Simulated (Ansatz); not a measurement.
Consider Ca in the fcc (Cu type) structure (space group Fm-3m, No. 225; a = 5.4558 Å; relaxed with 0.1 eV smearing).

The values are results of PBEsol (Ansatz, a first-principles code), spin-orbit coupling left out, not measurements.

Strains are applied to the cell and any free atomic positions relax.

One change was made to it. Results:

```json
[
 {"quantity": "pressure", "base": "0.0 GPa", "after": "1.9 GPa"},
 {"quantity": "energy relative to the base (free energy F)", "base": "0 meV/atom", "after": "+20 meV/atom"}
]
```

Question: Which change produced these results?
A. isotropic strain +0.50 %
B. isotropic strain −3.00 %
C. isotropic strain +3.00 %
D. isotropic strain −2.00 %
E. isotropic strain +1.50 %

Answer: B, isotropic strain −3.00 %. For comparison, the energy relative to the base in the other runs: isotropic strain +1.50 % gives +4.4 meV/atom; isotropic strain −2.00 % gives +8.7 meV/atom; isotropic strain +3.00 % gives +17 meV/atom; isotropic strain +0.50 % gives +0.5 meV/atom.

Stability against distortions was not tested.
